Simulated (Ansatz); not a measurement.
The parent structure is LiNbO₃ (space group R3c, No. 161; a = 5.0675 Å, c = 13.6873 Å (hexagonal axes)).

Method: plane-wave PAW DFT at the LDA level (Ansatz, a first-principles code, 420 eV), scalar-relativistic without spin-orbit coupling.

For the base:

The pressure comes out as 0.00 GPa.

One thing is altered: the cell is scaled by 1.0300 in all directions, atoms relaxed at fixed cell.

Task: Predict the new largest internal atomic displacement.

Result: The largest internal atomic displacement comes out as 0.103 Å.

Task: What does the calculation give for the energy relative to the base after the change?

Result: The energy rises by 29 meV/atom.

Task: Estimate the effect on the pressure.

Result: The pressure (mean of the normal stresses, compression positive) goes from zero to -8.67 GPa.

The cells carry an imposed strain or load. Stability against distortions was not tested.
